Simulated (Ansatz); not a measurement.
An Ansatz (an electronic-structure program) input (r2SCAN+rVV10 (Ansatz), without spin-orbit coupling):

Ansatz 0.2 input:
```yaml
crystal:
  lattice:
    - [0, 2.5301753615, 5.129550109]
    - [1.3713205145, 0, 5.129550109]
    - [1.3713205145, 2.5301753615, 0]
  atoms:
    - { symbol: Ga, position: [0.8709471244, 0.8709471244, 0.1290528756] }
    - { symbol: Ga, position: [0.1290528756, 0.1290528756, 0.8709471244] }
basis: { ecutwfc: 500, ecutrho_ratio: 4, xc_grid: 4, fft_grid_basis: typed }
kpoints: { mp_grid: { grid: [20, 20, 20] } }
hamiltonian:
  xc: r2scan
  dispersion: rvv10
  pseudopotentials: { kind: paw }
scf: { occupations: { method: fermi_dirac, width: 0.05 }, convergence: { dr2_threshold: 0.0000000002 } }
output: { forces: true, stress: true }
checkpoint: { write: state.ck, write_every: 1000 }
```

Question: Which symmetry and how many k-points will the program report, and about how many plane waves at Γ?

Answer: Space group Fmmm (ITA 69) with 8 operations, k-points 1166 of 8000, and 907 plane waves at Γ.

Whether these cells are dynamically stable was not tested. The cell was made from P by this change: P → Ga; the result is a hypothetical phase, not in the database extracts checked.
